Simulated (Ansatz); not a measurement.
WO3 (P2_1/c), PBEsol, rigid bands (Ansatz, an electronic-structure program): N_c = 6.87e19 cm⁻³ at 300 K and an electron conductivity mass of 0.383 mₑ along y (a = (5.32, 0.00, 0.04) Å; b = (0.00, 5.28, 0.00) Å; c = (-0.15, 0.00, 7.74) Å).

Q: For 1e17 electrons per cm³ at 300 K, place the Fermi level, estimate the Seebeck coefficient of a parabolic band with constant τ, and give mobility and conductivity for τ = 20 fs.

A: The level lies k_BT ln(N_c/n) = 0.169 eV below the conduction-band minimum. S ≈ −(k_B/e)[ln(N_c/n) + 5/2] = -778 μV/K, against -802 μV/K from the full bands (mean over directions). μ = eτ/m = 91.8 cm²/(V·s) and σ = neμ = 1.47 S/cm. τ is assumed, not computed.

Band transport and this doping are assumed; polarons and phonon drag are left out. Spin-orbit coupling is left out; with 5d elements it also splits d-like band edges.
